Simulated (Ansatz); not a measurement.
The parent structure is Rb in the bcc (W type) structure (space group Im-3m, No. 229; a = 5.5713 Å; relaxed with 0.1 eV smearing).

Method: Kohn–Sham DFT with the PBEsol functional, run in Ansatz (a first-principles code) with PAW and 420 eV plane waves, without spin-orbit coupling.

For the base:

The pressure is 0.0 GPa.

It is then changed as follows: an isotropic linear strain of +1.00 %, atoms relaxed at fixed cell.

### Question
What happens to the energy relative to the base?

### Answer
The energy grows by 0.7 meV/atom.

### Question
Estimate the effect on the pressure.

### Answer
The pressure hardly moves (0.0 GPa against -0.1 GPa).

Stability against distortions was not tested. The final runs are not spin-polarised.
